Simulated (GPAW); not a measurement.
Input and output of a self-consistent single point for ZrCu5 (P1, 6 atoms in the cell) (GPAW).

Level of theory: PBEsol, GPAW PAW datasets PBEsol (made by gpaw-setup) (plane waves; GPAW).

```
ZrCu5
1.0
    0.00000     3.41154     3.41154
    3.41154     0.00000     3.41154
    3.41154     3.41154     0.00000
Zr Cu
1 5
Direct
  0.01972   0.99637   0.98865
  0.74205   0.74923   0.74974
  0.34411   0.90222   0.37304
  0.39316   0.37103   0.38328
  0.85256   0.38853   0.38503
  0.39840   0.34262   0.87026
```

Reference input (self-consistent single point, DFT LDA (Perdew-Wang 92), plane waves, GPAW PAW datasets LDA (gpaw-data 1.0.1)): mode = pw; ecut = 800 eV; xc = LDA; kpts = 4 4 4; mesh shift (steps) = 0 0 0; occupations.name = methfessel-paxton; occupations.width = 0.05 eV; occupations.order = 0; nbands = -14; convergence.density = 1e-05 e/electron; symmetry.symmorphic = false; symmetry.tolerance = 0.0005. This run's input differs from it in these lines:

```diff
@@ -17,3 +17,3 @@
 calc = GPAW(mode=PW(800),
-            xc='LDA',
+            xc='PBEsol',
             kpts={'size': (4, 4, 4), 'gamma': True},
```

Its files differ too (potentials: GPAW PAW datasets PBEsol (made by gpaw-setup)).

Log, with long lists cut:

```
     iter     time        total  log10-change:
                         energy   eigst   dens
iter:   1 --:--:--   -38.575307
iter:   2 --:--:--   -33.926266   -1.10  -1.09
iter:   3 --:--:--   -30.476528   -0.93  -1.23
iter:   4 --:--:--   -30.062321   -1.60  -1.50
iter:   5 --:--:--   -29.843486   -1.97  -1.72
iter:   6 --:--:--   -29.914916   -1.94  -2.01
iter:   7 --:--:--   -29.732995   -2.63  -1.94
iter:   8 --:--:--   -29.718683   -3.01  -2.35
iter:   9 --:--:--   -29.715501c  -3.61  -2.88
iter:  10 --:--:--   -29.717648c  -3.89  -2.86
iter:  11 --:--:--   -29.716260c  -4.84  -3.18
iter:  12 --:--:--   -29.714785c  -4.25  -3.31
iter:  13 --:--:--   -29.714851c  -5.09  -3.46
iter:  14 --:--:--   -29.714700c  -5.44  -3.66
iter:  15 --:--:--   -29.714674c  -5.35  -3.70
iter:  16 --:--:--   -29.714664c  -6.57  -4.05
iter:  17 --:--:--   -29.714679c  -5.93  -4.06
iter:  18 --:--:--   -29.714670c  -7.17  -4.42
iter:  19 --:--:--   -29.714670c  -7.64c -4.57
iter:  20 --:--:--   -29.714672c  -7.41c -4.65
iter:  21 --:--:--   -29.714666c  -7.38  -4.85
iter:  22 --:--:--   -29.714667c  -8.36c -4.99
iter:  23 --:--:--   -29.714667c  -9.74c -5.01c
Converged after 23 iterations.

Dipole moment: (8.645554, 5.867850, 5.545260) |e|*Ang

Energy contributions relative to reference atoms: (reference = -322760.253331)

Kinetic:        -76.604232
Potential:      +60.508415
External:        +0.000000
XC:             -14.446741
Entropy (-ST):   -0.004427
Local:           +0.830104
SIC:             +0.000000
--------------------------
Free energy:    -29.716881
Extrapolated:   -29.714667

Showing only first 2 kpts
 Kpt  Band  Eigenvalues  Occupancy
  0    31      7.74718    2.00000
  0    32      7.96660    2.00000
  0    33      8.65099    1.98621
  0    34      9.10164    0.00000

  1    31      7.86656    2.00000
  1    32      8.15311    2.00000
  1    33      8.78771    0.16021
  1    34      9.43250    0.00000

Fermi level: 8.73806

No gap
   [... lines left out ...]
  0 Zr    0.13648   -0.07522   -0.64041
  1 Cu   -0.13150    0.17223    0.08978
  2 Cu   -0.55526    1.21273   -0.64154
  3 Cu   -0.49841   -1.40654   -0.51309
  4 Cu   -0.36289    0.30605    1.45895
  5 Cu    1.41133   -0.20891    0.24686

Stress tensor:
     0.007192    -0.011334     0.007557
    -0.011334    -0.006199    -0.002142
     0.007557    -0.002142    -0.008378
Stress (GPa, Voigt): [ 1.1522 -0.9932 -1.3424 -0.3431  1.2108 -1.8159]
```

The run converged in 23 iterations. GPAW prints stress with tension positive. Against the reference run the pressure goes from -5.61 to 0.39 GPa and the largest force goes from 1.449 to 1.578 eV/Å.

The starting cell comes from a database of computed structures (which also holds hypothetical and non-ambient phases and stackings), without a prior relaxation at this level. Its atoms were displaced at random from the sites of space group no. 216. Spin polarisation is off. Forces in this geometry exceed 1 eV/Å.

Cost on one core of a shared machine: roughly 2 min.
